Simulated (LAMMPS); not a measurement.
Pressure dependence of Ni (fcc) at 1040 K, from the crystal.

Method: classical MD, pair style eam/alloy, file NiAlH_jea.eam.alloy, run in LAMMPS.

```
P (GPa)                                state                    volume       coordination number
-------  -----------------------------------  ------------------------  ------------------------
0        crystal; no diffusion seen in 30 ps  11.6377 ± 0.0006 Å³/atom  12.0 (counted to 3.10 Å)
2        crystal; no diffusion seen in 30 ps  11.4200 ± 0.0005 Å³/atom  12.1 (counted to 3.10 Å)
5        crystal; no diffusion seen in 30 ps  11.1346 ± 0.0003 Å³/atom  12.0 (counted to 3.06 Å)
```

Caution (rows 2; 5): a run this short can hold a crystal over, or a liquid under, the potential's own melting point, which these runs don't give.

Estimate the isothermal bulk modulus at zero pressure. A parabola P(ln V) through the three points gives −dP/d ln V = 100 GPa at zero pressure.

States go by the mean squared displacement: a species diffuses where it passes 1.5 Å², still rises and gives D over 1e-6 cm²/s; a crystal has left its structure where atoms lie 0.35 Å off their sites on average or a cubic box changes its shape by 3 %, or the axial ratios of another lie 8 % off the starting cell's, which the potential's own relaxation can also do.

The ± values are statistical; the model's systematic error is not in them.
